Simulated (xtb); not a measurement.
xtb 6.7.1, GFN2-xTB: CB(C)C#C[Si](Cl)(Cl)Cl, 15 atoms. The geometry is a generated start, not checked to be a minimum at this level.

```yaml
run_flags: --grad
method: GFN2-xTB
"--acc": 1 (default)
"--etemp (K)": 300 (default)
basis_functions: 66
valence_electrons: 50
```

```xyz
15

Si     3.4064    -0.1688    -0.1602
Cl     3.8982    -1.2215    -1.8170
Cl     4.1996     1.6851    -0.2787
Cl     4.1141    -1.1116     1.4851
C      1.5704    -0.0570    -0.0365
C      0.3583    -0.0094     0.0168
B     -1.1554     0.0462     0.1001
C     -1.8395     1.2494     0.8496
C     -1.9835    -1.0717    -0.6365
H     -1.9907     2.0551     0.1286
H     -1.2325     1.6659     1.6501
H     -2.8209     1.0044     1.2489
H     -1.8620    -0.9482    -1.7138
H     -3.0497    -1.0459    -0.4217
H     -1.6126    -2.0720    -0.4148
```

One run each on 1 thread. Values of broydamp tried: 0.02, 0.05, 0.1, 0.2, 0.4 (default), 0.6, 0.8, 1.

Which value of broydamp needs the fewest SCC iterations, and what happens away from it?

Fewest SCC iterations, within one of each other: 0.4 (default) with 15, 0.6 with 15, 0.8 with 16. The count rises to 25 at 0.02. All converge to one solution.

```csv
broydamp,SCC iterations,end
0.02,25,same solution
0.05,23,same solution
0.1,21,same solution
0.2,18,same solution
0.4 (default),15,same solution
0.6,15,same solution
0.8,16,same solution
1,17,same solution
```
